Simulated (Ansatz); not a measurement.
The reference is CdS in the zinc blende structure (space group F-43m, No. 216; a = 5.8242 Å).

Structures relaxed with Ansatz (a program for electronic structure), PBEsol, PAW, cutoff 420 eV, scalar-relativistic without spin-orbit coupling.

Base:

Simulated powder pattern, Cu Kα1, λ = 1.54056 Å (kinematic, ideal powder, no thermal factors, no anomalous dispersion; the 14 strongest lines at most, above 2 %, up to 2θ = 90°):

| 2θ (°) | I/Imax (%) | hkl |
|---|---|---|
| 26.48 | 100 | (111) |
| 30.68 | 24 | (200) |
| 43.93 | 56 | (220) |
| 52.03 | 44 | (311) |
| 54.53 | 6.2 | (222) |
| 63.88 | 8.7 | (400) |
| 70.41 | 17 | (331) |
| 72.52 | 7.7 | (420) |
| 80.77 | 18 | (422) |
| 86.82 | 13 | (511) |

Now apply this change: a hydrostatic pressure of 9 GPa.

Problem. Predict the new powder pattern.

Solution. 
Simulated powder pattern, Cu Kα1, λ = 1.54056 Å (kinematic, ideal powder, no thermal factors, no anomalous dispersion; the 14 strongest lines at most, above 2 %, up to 2θ = 90°):

```
2θ (°)  d (Å)  I/Imax (%)    hkl
------  -----  ----------  -----
27.52   3.238         100  (111)
31.88   2.805          24  (200)
45.71   1.983          55  (220)
54.19   1.691          43  (311)
56.81   1.619         6.1  (222)
66.64   1.402         8.4  (400)
73.54   1.287          17  (331)
75.78   1.254         7.4  (420)
84.56   1.145          18  (422)
```

The indices refer to the base's conventional cell; one index is shown for lines that coincide.

Load acts through the strain it causes; cell and atoms are relaxed under it. Stability against distortions was not tested. Tetrahedral semiconductors of this kind turn to denser phases somewhere between about 1 and 50 GPa; those were not computed, so compressed cells here can lie past the real transition.
